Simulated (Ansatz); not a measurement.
Base system: Ta in the bcc (W type) structure (space group Im-3m, No. 229; a = 3.320 Å; relaxed with 0.1 eV smearing).

Calculations: PBE in Ansatz (plane waves to 420 eV, PAW, spin-orbit coupling left out).

Strains are applied to the cell and any free atomic positions relax.

One change was made to it. Results:

```csv
quantity,base,after
energy relative to the base (free energy F),0 meV/atom,+2.5 meV/atom
pressure,0.0 GPa,3.0 GPa
```

Problem. Which change produced these results?
A) isotropic strain −0.50 %
B) isotropic strain −3.00 %
C) isotropic strain −1.00 %

Solution. A, isotropic strain −0.50 %. For comparison, the energy relative to the base in the other runs: isotropic strain −3.00 % gives +98 meV/atom; isotropic strain −1.00 % gives +10 meV/atom.

Whether these cells are dynamically stable was not tested. All final runs are without spin polarisation.

Ansatz is a quantum-chemistry and plane-wave program.
